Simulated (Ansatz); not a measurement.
A zone-centre phonon calculation of Re (P6_3/mmc, 2 atoms in the cell) with Ansatz (a first-principles code).

Method of the run: PBE (plane waves, PAW; Ansatz).

```yaml
crystal:
  lattice:
    - [1.37310, -2.37828, 0.00000]
    - [1.37310, 2.37828, 0.00000]
    - [0.00000, 0.00000, 4.43770]
  atoms:
    - { symbol: Re, position: [0.33333, 0.66667, 0.25000] }
    - { symbol: Re, position: [0.66667, 0.33333, 0.75000] }
```

Reference input (self-consistent single point, DFT, PBE, plane waves, default PAW files): basis.ecutwfc = 420 eV; kpoints.mp_grid.grid = 14 14 8; hamiltonian.xc = pbe; hamiltonian.pseudopotentials = {kind: paw} (the program's default PAW files); scf.occupations.method = gaussian; scf.occupations.width = 0.1 eV. This run's input differs from it in these lines:

Ansatz 0.2 input:
```diff
@@ -12,3 +12,3 @@
 kpoints:
-  mp_grid: { grid: [14, 14, 8] }
+  mp_grid: { grid: [12, 12, 12] }
 hamiltonian:
@@ -18,6 +18,5 @@
   occupations: { method: gaussian, width: 0.1 eV }
-output:
-  forces: true
-  eigenvalues: true
-  stress: true
+phonons:
+  method: dfpt
+  qmesh: [3, 3, 3]
```

Log, with long lists cut:

```
SCF iter   1: F=—  HF=-21736.122392 eV  |F-HF|=—  |Δ(HF+E_count)|=         —  Δρ=8.00e-3  dr2=6.36e-3  ethr=1.77e-3  ⟨swp⟩=5.2  Hψ=11270  notcnv=0
all-band conjugate gradients solve this SCF's bands
preconditioner: auto → none
SCF iter   2: F=—  HF=-21736.124780 eV  |F-HF|=—  |Δ(HF+E_count)|=   2.39e-3  Δρ=4.80e-3  dr2=2.43e-3  ethr=2.12e-5  ⟨swp⟩=1.4  Hψ=3816  notcnv=0
SCF iter   3: F=—  HF=-21736.125836 eV  |F-HF|=—  |Δ(HF+E_count)|=   1.06e-3  Δρ=2.62e-4  dr2=6.40e-6  ethr=8.09e-6  ⟨swp⟩=2.5  Hψ=3432  notcnv=0
SCF iter   4: F=—  HF=-21736.125837 eV  |F-HF|=—  |Δ(HF+E_count)|=   1.07e-6  Δρ=6.67e-5  dr2=8.56e-7  ethr=2.13e-8  ⟨swp⟩=2.0  Hψ=4252  notcnv=0
SCF iter   5: F=—  HF=-21736.125838 eV  |F-HF|=—  |Δ(HF+E_count)|=   6.63e-7  Δρ=1.11e-5  dr2=1.42e-8  ethr=2.85e-9  ⟨swp⟩=2.0  Hψ=4213  notcnv=0
SCF iter   6: F=—  HF=-21736.125838 eV  |F-HF|=—  |Δ(HF+E_count)|=   3.08e-9  Δρ=2.68e-6  dr2=5.79e-10  ethr=4.74e-11  ⟨swp⟩=2.1  Hψ=3643  notcnv=0
SCF iter   7: F=-21736.125838 eV  HF=-21736.125838 eV  |F-HF|=7.28e-12  |Δ(HF+E_count)|=  6.55e-11  Δρ=2.56e-7  dr2=9.23e-12  ethr=1.00e-12  ⟨swp⟩=4.2  Hψ=12456  notcnv=0
SCF 1 converged in 7 iterations: F = -21736.125838 eV  dr2 = 9.23e-12
DFPT response loops at q = (0, 0, 0) (fractional): preconditioner auto → Kerker (q_TF=auto, 2.744 Å⁻¹) (partly filled bands, converged f_vac=0.000) …
DFPT response loops at q = (0, 0, 0.3333333333333333) (fractional): mixed as the last ones told, above
DFPT response loops at q = (0, 0.3333333333333333, 0) (fractional): mixed as the last ones told, above
DFPT response loops at q = (0, 0.3333333333333333, 0.3333333333333333) (fractional): mixed as the last ones told, above
   [... lines left out ...]
Free energy (F): -21736.125838 eV
Fermi energy:    24.417538 eV
   [... lines left out ...]
  largest difference from the sums on the solved wave vectors: F 2.33e-2 eV, S 3.29e-5 and C_V 9.55e-6 eV/K
  zero-point energy: 0.054815 eV/cell   skipped modes (ω ≤ 0): 3   left out of the sums: 4.57e-5 of the cell's modes …
```

The run converged in 7 iterations. 

Summary of the result:
* **Free energy E − TS (on the zero of these files)**: -21736.1258 eV
* **Fermi level (on the code's own zero)**: 24.42 eV
* **Zone-centre frequencies (cm⁻¹; negative means imaginary)**: 0, 0, 0, 126, 126, 129

The starting cell has typed, rounded lattice constants, without a prior relaxation at this level. Its lattice was rescaled by up to half a per cent. Spin polarisation is off.

Cost on one core of a shared machine: roughly 8 min.
